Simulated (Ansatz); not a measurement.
Results of PBEsol in Ansatz (PAW) for InAlN2 (model structure, started from the ScAlN2 type, P3m1, No. 156, 4 atoms in the cell).

Settings: plane-wave cutoff 520 eV, 12×12×6 k mesh (along the axes of the cell as run), Fermi–Dirac smearing 0.01 eV, scalar-relativistic PAW data made under PBE.

Cell (relaxed with PBEsol):

```yaml
crystal:
  lattice:
    - [3.30645, 0.00000, 0.00000]
    - [-1.65322, 2.86347, 0.00000]
    - [0.00000, 0.00000, 5.44700]
  atoms:
    - { symbol: In, position: [0.33333, 0.66667, 0.00742] }
    - { symbol: N, position: [0.33333, 0.66667, 0.40677] }
    - { symbol: Al, position: [0.66667, 0.33333, 0.50660] }
    - { symbol: N, position: [0.66667, 0.33333, 0.84922] }
```

Q: What does this level give for the band gap?

A: 
* **band gap**: 0.95 eV

Note: the relaxation could raise the start's symmetry but not lower it, so the cell can be a saddle point.

Spin–orbit coupling is not included.

The result took about 9 core-seconds (a rough figure).

A model structure was made by putting elements into a prototype or built by hand; it is no filed structure, need not be a known phase, and can be a saddle point held by its symmetry.

Ansatz is a first-principles code.
